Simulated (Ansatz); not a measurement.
## Rutile HfO2 (model structure)

Computed with HSE06 (PAW; Ansatz, a program for electronic structure).

Numerical settings: plane-wave cutoff 500 eV, 4×4×6 k mesh (along the axes of the cell as run), gaussian smearing 0.02 eV, scalar-relativistic PAW data made under PBE.

Cell (relaxed at this level):

```cif
data_Hf2O4
_chemical_formula_sum 'Hf2 O4'
_space_group_name_H-M_alt 'P42/mnm'
_space_group_IT_number 136
_space_group_name_Hall '-P 4n 2n'
_cell_length_a 4.83919
_cell_length_b 4.83919
_cell_length_c 3.22402
_cell_angle_alpha 90.000
_cell_angle_beta 90.000
_cell_angle_gamma 90.000
loop_
_atom_site_label
_atom_site_type_symbol
_atom_site_symmetry_multiplicity
_atom_site_Wyckoff_symbol
_atom_site_fract_x
_atom_site_fract_y
_atom_site_fract_z
_atom_site_occupancy
Hf1 Hf 2 a 0.00000 0.00000 0.00000 1
O1 O 4 f 0.30553 0.30553 0.00000 1
```

For rutile HfO2 (model structure), the band gap is 5.65 eV (on the SCF k mesh).

Note: the relaxation could raise the start's symmetry but not lower it, so the cell can be a saddle point.

Spin–orbit coupling is not included.

Computed values are for the static lattice.

A model structure was made by putting elements into a prototype or built by hand; it is no filed structure, need not be a known phase, and can be a saddle point held by its symmetry.
